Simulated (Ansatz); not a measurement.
Input:

```xyz
2
Lattice="0.0000 2.8722 2.8722 2.8722 0.0000 2.8722 2.8722 2.8722 0.0000" Properties=species:S:1:pos:R:3 pbc="T T T"
Be     0.0000     0.0000     0.0000
Te     1.4361     1.4361     1.4361
```

No spin polarisation.

Level of theory: plane-wave PAW DFT at the PBEsol level (Ansatz, a program for electronic structure, 420 eV), no spin-orbit coupling. Settings: 10×10×10 k-points, 0.05 eV Fermi–Dirac smearing.

Problem. Predict the hole mass (degenerate bands, along [100]).

Solution. 0.19, 0.37, 0.37 mₑ (at Γ).

Problem. Predict the smallest direct gap.

Solution. 3.31 eV.

Problem. Predict the electron mass.

Solution. 1.6 mₑ along k, 0.26 mₑ across (at X).

Spin-orbit coupling, missing from the scalar runs, can matter with Te. The cells carry an imposed strain or load. Masses are band curvatures over ±0.01 Å⁻¹ around the edge. Along k means along the line from Γ to the band edge. Stability against distortions was not tested. The cell was made from BeTe in the zinc blende structure (space group F-43m, No. 216) by this change: isotropic strain +2.50 %.
